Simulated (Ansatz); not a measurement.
# Ansatz run on Ti₄H₃ (P-42m, 7 atoms in the cell): self-consistent single point

Computed with PBEsol, default PAW files made with PBE (plane waves; Ansatz, a first-principles code).

The input file:

Ansatz 0.2 input:
```yaml
crystal:
  lattice:
    - [4.221110, 0.000000, 0.000000]
    - [0.000000, 4.221110, 0.000000]
    - [0.000000, 0.000000, 4.368910]
  atoms:
    - { symbol: Ti, position: [0.255490, 0.255490, 0.259720] }
    - { symbol: Ti, position: [0.255490, 0.744510, 0.740280] }
    - { symbol: Ti, position: [0.744510, 0.744510, 0.259720] }
    - { symbol: Ti, position: [0.744510, 0.255490, 0.740280] }
    - { symbol: H, position: [0.000000, 0.000000, 0.000000] }
    - { symbol: H, position: [0.000000, 0.000000, 0.500000] }
    - { symbol: H, position: [0.500000, 0.500000, 0.000000] }
basis:
  ecutwfc: 30.9 Ry
kpoints:
  mp_grid: { grid: [5, 5, 5] }
hamiltonian:
  xc: pbesol
  pseudopotentials: { kind: paw }
scf:
  occupations: { method: cold, width: 0.0147 Ry }
output:
  forces: true
  eigenvalues: true
  stress: true
```

Output (repeated stretches shortened):

```
WARN ansatz: RAYON_NUM_THREADS=1 ignored (pool sized by the plan → 1); use --threads N
Pseudopotentials: kind: paw
Pseudopotential: Ti, paw, valence charge 12
Pseudopotential: H, paw, valence charge 1
Crystal: 7 atoms, lattice volume = 77.844 Å³
Basis set: ecut = 420.4159175005146 eV, 1523 PW (Γ), exchange–correlation on 60×60×60 points (8 copies of the dense FFT grid, shifted against one another)
Bands: 33, of which v1, the nominal top of the filled ones, is band 26 counted from 1 (25 counted from 0)
Symmetry: 8 space group operations
Space group: P-42m (ITA 111), of the structure as read, at distance tolerance 4.3e-5 Å
k-points: 18 of 125 (time reversal used)
PAW frozen core: Ti, regenerated for the run's functional, and the local potential with it
Initial density: superposition of atomic densities (neutral atoms: chi_scale 0, normalization atom), corrected by the library's trained network
Initial wavefunctions: pseudopotential atomic-orbital guess
Eigensolver: davidson
Functional: x = pbesol(κ = 0.804, μ = 0.12345679012345678), c = pbesol(β = 0.046)
SCF iter   1: F=—  HF=-9944.774974 eV  |F-HF|=—  |Δ(HF+E_count)|=         —  Δρ=1.36e-2  dr2=1.27e-1  ethr=1.77e-3  ⟨swp⟩=3.9  Hψ=2201  notcnv=0
all-band conjugate gradients solve this SCF's bands
preconditioner: auto → Kerker (q_TF=auto, 2.543 Å⁻¹)
SCF iter   2: F=—  HF=-9944.744754 eV  |F-HF|=—  |Δ(HF+E_count)|=   3.02e-2  S|Δr|=    0.00e0  Δρ=6.36e-3  dr2=2.82e-2  ethr=2.49e-4  ⟨swp⟩=2.1  Hψ=958  notcnv=0  defer=17
SCF iter   3: F=—  HF=-9944.737447 eV  |F-HF|=—  |Δ(HF+E_count)|=   7.31e-3  S|Δr|=    0.00e0  Δρ=1.65e-3  dr2=2.04e-3  ethr=5.52e-5  ⟨swp⟩=2.0  Hψ=692  notcnv=0  defer=17
SCF iter   4: F=—  HF=-9944.737005 eV  |F-HF|=—  |Δ(HF+E_count)|=   4.42e-4  S|Δr|=    0.00e0  Δρ=3.34e-4  dr2=8.93e-5  ethr=4.00e-6  ⟨swp⟩=2.0  Hψ=704  notcnv=0  defer=17
SCF iter   5: F=—  HF=-9944.737071 eV  |F-HF|=—  |Δ(HF+E_count)|=   6.64e-5  S|Δr|=    0.00e0  Δρ=6.44e-5  dr2=3.51e-6  ethr=1.75e-7  ⟨swp⟩=2.0  Hψ=698  notcnv=0  defer=17
SCF iter   6: F=—  HF=-9944.737071 eV  |F-HF|=—  |Δ(HF+E_count)|=   5.75e-7  S|Δr|=    0.00e0  Δρ=1.70e-5  dr2=2.22e-7  ethr=6.88e-9  ⟨swp⟩=2.0  Hψ=745  notcnv=0  defer=17
SCF iter   7: F=-9944.737070 eV  HF=-9944.737070 eV  |F-HF|=3.23e-9  |Δ(HF+E_count)|=   4.75e-8  S|Δr|=    0.00e0  Δρ=3.48e-6  dr2=7.31e-9  ethr=1.96e-10  ⟨swp⟩=7.9  Hψ=2146  notcnv=0
SCF 1 converged in 7 iterations: F = -9944.737070 eV  dr2 = 7.31e-9
SCF converged after 7 iterations
Stability not checked (fill_not_monotonic)
Free energy (F): -9944.737070 eV
Harris-Foulkes:  -9944.737070 eV  (|F-HF|=3.23e-9)
Internal energy: -9944.751748 eV  (E = F + TS)
E sigma→0 (E₀):  -9944.741963 eV
Entropy (-TS):   0.014677 eV (2.097 meV/atom)
Fermi energy:    11.950180 eV
--- Per-component energies (eV) ---
  E_band       = -683.356612
  E_kinetic    = 1130.628363
  E_local      = -3425.889548  (includes V_loc(G=0)·N_el)
  E_nonlocal   = 38.969674
  E_hartree    = 1388.536923
  E_xc         = -415.149418
  E_vxc        = -523.052379  (∫ρ·V_xc dr)
  E_paw        = -4089.876296  (= ΣΔE_a)
  E_vpaw       = -681.079805  (= ΣTr[D̂ρ^β])
  E_aug_tail   = -0.003435  (compensation charges beyond the density's cutoff)
  E_ewald      = -4572.525548
  E_core_change = 0.557537  (= ΣΔE_core)
  E_smearing   = 0.014677  (= −TS)
  E_closure    = 0.000000  (closes the sum)
  Σ components = -9944.737070   (vs F -9944.737070, Δ=0.00e0)
--- Forces (eV/Å), atoms counted from 1 ---
  atom   1  Ti     0.00666566     0.00666566     0.07745952
  atom   2  Ti     0.00666566    -0.00666566    -0.07745952
  atom   3  Ti    -0.00666566    -0.00666566     0.07745952
  atom   4  Ti    -0.00666566     0.00666566    -0.07745952
  atom   5  H      0.00000000     0.00000000     0.00000000
  atom   6  H     -0.00000000     0.00000000     0.00000000
  atom   7  H      0.00000000     0.00000000     0.00000000
  max |Σ_I F_I| component: 1.34e-17 eV/Å
--- Stress (GPa, compression-positive) ---
       -3.304866       0.000000       0.000000
        0.000000      -3.304866       0.000000
        0.000000       0.000000      -3.538676
  P = ⅓ Tr σ = -3.3828 GPa (-33.828 kbar)
  The stress holds the Pulay correction. Without it, at fixed plane waves, as pw.x and ABINIT print it: P = -3.4632 GPa
--- Band table (eV; the first three rows and the last of 18) ---
  k-point 0: bands = ["-44.6385", "-44.5329", "-44.5222", "-44.5222", "-21.3213", "-21.1552", "-21.1285", "-20.9713", "-20.9283", "-20.9283", "-20.8733", "-20.8424", "-20.8424", "-20.7080", "-20.7015", "-20.7015", "3.2532", "6.5421", "7.9758", [...]
  k-point 1: bands = ["-44.6289", "-44.5426", "-44.5221", "-44.5221", "-21.2870", "-21.1182", "-21.1058", "-21.0032", "-20.9251", "-20.9251", "-20.8967", "-20.8348", "-20.8348", "-20.7541", "-20.7141", "-20.7141", "3.5759", "6.5677", "7.2513", [...]
  k-point 2: bands = ["-44.6052", "-44.5664", "-44.5220", "-44.5220", "-21.1995", "-21.0893", "-21.0496", "-21.0164", "-20.9541", "-20.9209", "-20.9209", "-20.8683", "-20.8137", "-20.8137", "-20.7422", "-20.7422", "4.4664", "5.8283", "6.7201", [...]
  k-point 17: bands = ["-44.5634", "-44.5525", "-44.5497", "-44.5484", "-21.3208", "-21.1884", "-21.1585", "-21.1455", "-20.8743", "-20.8466", "-20.8412", "-20.7780", "-20.7663", "-20.7514", "-20.7506", "-20.7342", "4.7943", "5.9344", "7.1212", [...]
```

The run converged in 7 iterations.

The starting cell comes from a database of computed structures (which also holds hypothetical and non-ambient phases and stackings), without a prior relaxation at this level. Spin polarisation is off. With a pressure of about -3 GPa the cell is away from its equilibrium volume at this level. Ansatz's pressure includes its estimate of the finite-basis (Pulay) stress.
